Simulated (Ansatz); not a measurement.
Consider a periodic stack without vacuum, rock-salt TiN (1 1 1) on Si0.875Ge0.125, ordered (1 1 1), B on 2 of 4 substrate sites at each interface (film strained to the substrate, started from cuts of the bulks and a machine-learned relaxation; slabs Ge4Si32B4 and N28Ti28, which can lie off the formulas): substrate slab Ge4Si32B4, film N28Ti28, surface cells [[1, -1], [0, 1]] and [[-2, 3], [-1, -2]], film strained by -2.1 and -2.1 %, outermost planes Si/GeSi and N/Ti as cut, which need not be the usual terminations and can put a slab off its formula. Its start:

```
CELL_PARAMETERS angstrom
      7.77865     0.00000     0.01409
     -3.88933     6.73651    -0.01569
     -0.27638    -2.84049    25.57972
ATOMIC_POSITIONS crystal
  Ge 0.94163 0.95767 0.05294
  Si 0.42832 0.46522 0.06073
  B  0.29509 0.62621 0.03433
  B  0.82013 0.15370 0.03758
  Si 0.51082 0.94978 0.05382
  Si 0.00406 0.45093 0.06527
  Si 0.76153 0.55904 0.04441
  Si 0.31666 0.11275 0.04303
  Ge 0.67097 0.34073 0.18284
  Si 0.17808 0.84648 0.18253
  Si 0.99559 0.99414 0.15100
  Si 0.48887 0.50005 0.15278
  Si 0.17107 0.33718 0.18628
  Si 0.67454 0.84340 0.18439
  Si 0.50251 0.98934 0.14978
  Si 0.00867 0.49927 0.15661
  Ge 0.37044 0.72990 0.30962
  Si 0.86974 0.22770 0.30910
  Si 0.69568 0.38107 0.27789
  Si 0.19485 0.88458 0.27611
  Si 0.87063 0.72746 0.30863
  Si 0.37153 0.22781 0.30867
  Si 0.19456 0.37701 0.27841
  Si 0.70039 0.88306 0.27732
  Ge 0.06845 0.11270 0.43173
  Si 0.56215 0.61482 0.43379
  Si 0.38964 0.77015 0.40442
  Si 0.89126 0.26897 0.40164
  Si 0.56889 0.11708 0.43277
  Si 0.06236 0.61240 0.43347
  Si 0.88698 0.76205 0.40166
  Si 0.39837 0.27083 0.40122
  B  0.72390 0.51482 0.53976
  B  0.30232 0.13729 0.57181
  Si 0.10140 0.15508 0.52454
  Si 0.56707 0.64307 0.52750
  Si 0.20565 0.48816 0.56053
  Si 0.78216 0.00337 0.55952
  Si 0.62269 0.24110 0.56089
  Si 0.00350 0.63848 0.55894
  N  0.58105 0.58310 0.63148
  N  0.72102 0.29302 0.62622
  N  0.86325 0.01200 0.62464
  N  0.15774 0.44024 0.62534
  N  0.29040 0.14812 0.62519
  N  0.43914 0.87300 0.63094
  N  0.01455 0.73052 0.62430
  N  0.70091 0.10115 0.72156
  N  0.84288 0.81354 0.72097
  N  0.98406 0.52700 0.72056
  N  0.26721 0.95655 0.72111
  N  0.41188 0.66999 0.72196
  N  0.55732 0.38542 0.72150
  N  0.12601 0.24041 0.72080
  N  0.81775 0.61721 0.81937
  N  0.95988 0.33017 0.81970
  N  0.10459 0.04607 0.81938
  N  0.38941 0.47456 0.81948
  N  0.53220 0.18858 0.81928
  N  0.67328 0.90263 0.81926
  N  0.24542 0.75991 0.81925
  N  0.93589 0.13734 0.91829
  N  0.08378 0.85088 0.91764
  N  0.22138 0.56270 0.91875
  N  0.50569 0.99161 0.92003
  N  0.64857 0.70526 0.91729
  N  0.79416 0.41883 0.91917
  N  0.36846 0.27897 0.91943
  Ti 0.63591 0.83841 0.66801
  Ti 0.78206 0.55430 0.66575
  Ti 0.92511 0.26618 0.66915
  Ti 0.21341 0.69783 0.66744
  Ti 0.35669 0.41435 0.67007
  Ti 0.49523 0.12069 0.66981
  Ti 0.06261 0.97985 0.66972
  Ti 0.75877 0.35839 0.76885
  Ti 0.90053 0.07196 0.76919
  Ti 0.04342 0.78528 0.76865
  Ti 0.32947 0.21513 0.76918
  Ti 0.47096 0.92916 0.76883
  Ti 0.61572 0.64330 0.76877
  Ti 0.18516 0.49972 0.76886
  Ti 0.87724 0.87722 0.86654
  Ti 0.02043 0.58840 0.86739
  Ti 0.16308 0.30486 0.86769
  Ti 0.44546 0.73228 0.86757
  Ti 0.59096 0.44468 0.86774
  Ti 0.73177 0.16093 0.86825
  Ti 0.30854 0.01992 0.86828
  Ti 0.99548 0.39285 0.96628
  Ti 0.13650 0.10689 0.96248
  Ti 0.27995 0.81715 0.96659
  Ti 0.56893 0.24957 0.96922
  Ti 0.70823 0.96223 0.96276
  Ti 0.85447 0.68187 0.95916
  Ti 0.42511 0.53529 0.96413
```

The start was prepared with a machine-learned potential, and the result is one local minimum, with the in-plane cell held and forces under 0.04 eV/Å; the film can end far from its bulk form.

The numbers are results of PBE (plane waves to 420 eV, PAW; Ansatz, an electronic-structure program), not measurements. Spin–orbit coupling is left out; the runs are not spin-polarised; PBE gaps are too small against experiment. Its k-point mesh 4×4×1, Fermi–Dirac width 0.05 eV.

Problem. Predict the relaxed interface.

Solution. 
- interface area: 52.4 Å²
- period: 24.75 Å
- heights between the nearest atoms of the two slabs at the two interfaces: 1.23 and 1.69 Å
- Si–Ti contacts across the interfaces within 1.22 times the sum of covalent radii: 19, mean 2.88 Å
- B–Ti contacts across the interfaces within 1.22 times the sum of covalent radii: 7, mean 2.54 Å
- N–Si contacts across the interfaces within 1.22 times the sum of covalent radii: 5, mean 1.77 Å
- Ge–Ti contacts across the interfaces within 1.22 times the sum of covalent radii: 3, mean 2.87 Å
